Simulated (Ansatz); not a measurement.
Density of states of TiNi (P2_1/m) near the Fermi level, PBEsol, rigid bands run with Ansatz (a program for electronic structure).

(E − E_F (eV), states/eV/cell): (-1.95, 11.1); (-1.85, 12.9); (-1.75, 11.6); (-1.65, 7.06); (-1.55, 2.41); (-1.45, 1.96); (-1.35, 2.25); (-1.25, 2.34); (-1.15, 2.37); (-1.05, 2.90); (-0.95, 4.33); (-0.85, 3.70); (-0.75, 3.45); (-0.65, 3.80); (-0.55, 3.47); (-0.45, 3.20); (-0.35, 3.32); (-0.25, 3.58); (-0.15, 2.96); (-0.05, 2.61); (0.05, 2.04); (0.15, 3.35); (0.25, 6.16); (0.35, 5.66); (0.45, 6.03); (0.55, 5.50); (0.65, 5.10); (0.75, 6.00); (0.85, 5.55); (0.95, 4.92); (1.05, 4.74); (1.15, 5.14); (1.25, 4.79); (1.35, 4.35); (1.45, 4.59); (1.55, 3.17); (1.65, 3.70); (1.75, 4.59); (1.85, 5.51); (1.95, 4.96)

Question: How far does the Fermi level move in a rigid band for 0.1 electron a cell added or removed?

Answer: 46 meV and -42 meV.

A metal at this level (no band gap); rigid bands, thermally averaged at 300 K, both spins. Spin-orbit coupling is left out. Geometry: cell and atoms relaxed with PBEsol.

Formula and space group known from diffraction (Crystallography Open Database), not checked to be the room-temperature form: TiNi (P2_1/m). Treated as nonmagnetic (a ferromagnetic start lost its moment, other orders weren't tried): TiNi (P2_1/m).
